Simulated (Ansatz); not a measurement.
Worked example: relaxation of the atoms of Mo3C (P1, 8 atoms in the cell) in Ansatz (a quantum-chemistry and plane-wave program).

Level of theory: PBE (plane waves, PAW; Ansatz).

The change in words: atoms moved at random; relax: default → atoms; relax.f_tol: default → 0.03 eV/Å. Reference geometry:
```yaml
crystal:
  lattice:
    - [5.00225, 0.00000, 0.00000]
    - [0.00000, 5.00225, 0.00000]
    - [0.00000, 0.00000, 5.00225]
  atoms:
    - { symbol: Mo, position: [0.25000, 0.00000, 0.50000] }
    - { symbol: Mo, position: [0.75000, 0.00000, 0.50000] }
    - { symbol: Mo, position: [0.00000, 0.50000, 0.25000] }
    - { symbol: Mo, position: [0.00000, 0.50000, 0.75000] }
    - { symbol: Mo, position: [0.50000, 0.25000, 0.00000] }
    - { symbol: Mo, position: [0.50000, 0.75000, 0.00000] }
    - { symbol: C, position: [0.00000, 0.00000, 0.00000] }
    - { symbol: C, position: [0.50000, 0.50000, 0.50000] }
```

Reference input (self-consistent single point, DFT, PBE, plane waves, default PAW files): basis.ecutwfc = 420 eV; kpoints.mp_grid.grid = 4 4 4; hamiltonian.xc = pbe; hamiltonian.pseudopotentials = {kind: paw} (the program's default PAW files); scf.occupations.method = cold; scf.occupations.width = 0.272 eV. This run's input differs from it in these lines:

Ansatz 0.2 input:
```diff
@@ -7,10 +7,10 @@
   atoms:
-    - { symbol: Mo, position: [0.250000, 0.000000, 0.500000] }
-    - { symbol: Mo, position: [0.750000, 0.000000, 0.500000] }
-    - { symbol: Mo, position: [0.000000, 0.500000, 0.250000] }
-    - { symbol: Mo, position: [0.000000, 0.500000, 0.750000] }
-    - { symbol: Mo, position: [0.500000, 0.250000, 0.000000] }
-    - { symbol: Mo, position: [0.500000, 0.750000, 0.000000] }
-    - { symbol: C, position: [0.000000, 0.000000, 0.000000] }
-    - { symbol: C, position: [0.500000, 0.500000, 0.500000] }
+    - { symbol: Mo, position: [0.239029, -0.002156, 0.500233] }
+    - { symbol: Mo, position: [0.753032, 0.002509, 0.502667] }
+    - { symbol: Mo, position: [0.015107, 0.509243, 0.235182] }
+    - { symbol: Mo, position: [-0.000505, 0.497701, 0.773071] }
+    - { symbol: Mo, position: [0.490595, 0.254060, -0.011796] }
+    - { symbol: Mo, position: [0.495088, 0.754929, 0.007090] }
+    - { symbol: C, position: [0.014962, -0.017523, 0.004612] }
+    - { symbol: C, position: [0.492691, 0.501236, 0.488940] }
 basis:
@@ -24,2 +24,4 @@
   occupations: { method: cold, width: 0.272 }
+relax:
+  f_tol: 0.03
 output:
```

Log, with long lists cut:

```
   [... SCF lines of the steps left out ...]
relax step   1: F+E_penalty+E_count = -30228.94548205 eV  Δ(F+E_penalty+E_count) = +0.000e0 eV  max|allowed force component| = 1.536e0 eV/Å  Δτ_max = 0.0000 Å  (5 SCF iters, dr2 threshold 2.25e-5 eV, accepted)
relax step   2: F+E_penalty+E_count = -30229.16711289 eV  Δ(F+E_penalty+E_count) = -2.216e-1 eV  max|allowed force component| = 7.219e-1 eV/Å  Δτ_max = 0.1982 Å  (5 SCF iters, dr2 threshold 1.00e-4 eV, accepted)
   [... lines left out ...]
relax step  16: F+E_penalty+E_count = -30231.79433039 eV  Δ(F+E_penalty+E_count) = +1.793e-4 eV  max|allowed force component| = 1.474e-1 eV/Å  Δτ_max = 0.0325 Å  (5 SCF iters, dr2 threshold 1.02e-6 eV, rejected (line search))
relax step  17: F+E_penalty+E_count = -30231.79729982 eV  Δ(F+E_penalty+E_count) = -2.790e-3 eV  max|allowed force component| = 3.464e-2 eV/Å  Δτ_max = 0.0158 Å  (6 SCF iters, accepted)
relax step  18: F+E_penalty+E_count = -30231.79777044 eV  Δ(F+E_penalty+E_count) = -4.706e-4 eV  max|allowed force component| = 2.192e-2 eV/Å  Δτ_max = 0.0160 Å  (6 SCF iters, accepted)
Stability not checked (fill_not_monotonic)
Free energy (F): -30231.797770 eV
Internal energy: -30231.812124 eV  (E = F + TS)
E sigma→0 (E₀):  -30231.802555 eV
Entropy (-TS):   0.014354 eV (1.794 meV/atom)
Fermi energy:    16.224409 eV
--- Forces (eV/Å), atoms counted from 1 ---
  atom   1  Mo    -0.00655186    -0.01913899    -0.00151045
  atom   2  Mo     0.02192292    -0.00062541     0.01592512
  atom   3  Mo    -0.00567639     0.00476369    -0.01582722
  atom   4  Mo    -0.01459794     0.00985265    -0.02020973
  atom   5  Mo     0.01387096    -0.00086982     0.01722381
  atom   6  Mo    -0.00940561     0.00236188     0.00707765
   [... lines left out ...]
    - { symbol: Mo, position: [0.43466150613467935, 0.22191693727247264, -0.036574216366910155] }
    - { symbol: Mo, position: [0.5416533459234943, 0.7179964318815532, 0.12691793496788964] }
    - { symbol: C, position: [0.19527123588639494, -0.1162987855976744, -0.061608403571685524] }
    - { symbol: C, position: [0.41508820689641907, 0.39433267644012204, 0.36199057351631275] }
```

The run converged. 

Summary of the result:
- Free energy E − TS (on the zero of these files) = -30231.7978 eV
- Fermi level (on the code's own zero) = 16.22 eV
- Pressure = -4.96 GPa
- Largest force (vector length) = 0.027 eV/Å
- Relaxation steps = 18

The starting cell was generated: these elements placed on a structure prototype, without a prior relaxation; it need not be a known phase or ordering of this composition. For this run, on top of that: atoms moved at random. Spin polarisation is off. Ansatz's pressure includes its estimate of the finite-basis (Pulay) stress.

Cost on one core of a shared machine: roughly 5 min.
